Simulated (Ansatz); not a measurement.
AlN (P6_3mc), PBE with spin-orbit coupling, rigid bands (Ansatz, a quantum-chemistry and plane-wave program): Condition of this run: biaxial stress in the c plane of -18 GPa (compression positive) (the target of the relaxation). band gap 3.19 eV, N_c = 3.70e18 cm⁻³ and N_v = 3.14e19 cm⁻³ at 300 K, conductivity masses along z (a = (3.27, 0.00, 0.00) Å; b = (-1.64, 2.83, 0.00) Å; c = (0.00, 0.00, 4.79) Å) of 0.296 mₑ (electrons) and 0.317 mₑ (holes). Take k_BT = 0.02585 eV.

**Question.** Find the intrinsic carrier density and the intrinsic Fermi level.

**Answer.** n_i = √(N_c N_v) exp(−E_g/2k_BT) = 1.08e19 × exp(−61.70) = 1.7e-8 cm⁻³. The level lies (k_BT/2) ln(N_v/N_c) = 28 meV from mid-gap (positive towards the conduction band). Each 0.1 eV added to the gap lowers n_i by a factor of 6.9.

**Question.** A film of it is 2 nm thick, with its normal along the direction named. Estimate the confinement energies in an infinite well.

**Answer.** ħ²π²/(2m t²) = 0.376 eV·nm²/(m/mₑ × t²) gives 318 meV for electrons and 297 meV for holes, so the gap would widen to about 3.80 eV. Finite barriers and nonparabolic bands lower this, and with several valleys or bands the heaviest mass along the normal sets the lowest level, not this average.

**Question.** What thermal injection velocity √(2k_BT/πm) limits a ballistic channel along the direction named?

**Answer.** 9.89e6 cm/s for electrons and 9.56e6 cm/s for holes, a ratio of √(m_h/m_e) = 1.03, for dilute carriers.

Rigid, parabolic bands with the computed gap; masses take one relaxation time for all states. Geometry: cell and atoms relaxed with PBEsol.
